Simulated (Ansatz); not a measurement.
The parent structure is AlRu in the CsCl type structure (space group Pm-3m, No. 221; relaxed with 0.1 eV smearing).

```xyz
2
Lattice="2.9832 0.0000 0.0000 0.0000 2.9832 0.0000 0.0000 0.0000 2.9832" Properties=species:S:1:pos:R:3 pbc="T T T"
Al     0.0000     0.0000     0.0000
Ru     1.4916     1.4916     1.4916
```

Cartesian axes are those of the cell as printed.

The values are results of r2SCAN in Ansatz (plane waves to 500 eV, PAW, no spin-orbit coupling), earlier PAW set, not measurements.

It is then changed as follows: uniaxial strain ε_xx = −2.24 %, all other strain components held at zero, atoms relaxed at fixed cell.

Question: Predict the stress tensor and what it implies for the stiffness.

Answer: Stress of the strained cell less that of the base (GPa, compression positive):
```
    8.5     0.0     0.0
    0.0     3.7     0.0
    0.0     0.0     3.7
```

Then −Δσ_ii/ε with ε = -0.0224 gives secant stiffness values (nonlinear terms included at this strain): C11 ≈ 377 GPa, C12 ≈ 167 GPa and C13 ≈ 167 GPa.

As a check, the harmonic strain energy −½ V₀ Δσ:ε is 7.8 meV/atom; the computed energy rise is 7.6 meV/atom.

No phonon test of stability was made. All final runs are without spin polarisation.

Ansatz is an electronic-structure program.
